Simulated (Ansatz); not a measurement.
## Rock-salt LuN

Computed with PBE0 (plane waves, PAW; Ansatz, an electronic-structure program).

Run with plane-wave cutoff 460 eV, 10×10×10 k mesh, Fermi–Dirac smearing 0.05 eV, scalar-relativistic PAW data made under PBE.

Cell: measured lattice: a = b = c = 4.760 Å, α = β = γ = 90.00°.

- band gap: 1.53 eV (on the SCF k mesh)
- smallest direct gap on the k points sampled: 2.27 eV
- direct gap at Γ: 5.19 eV

Note: cell and atoms aren't relaxed at this level (pressure -0.3 GPa).

Spin–orbit coupling is not included.

The computed numbers hold no vibrational or temperature effects.

The result took about 4 core-minutes (a rough figure).
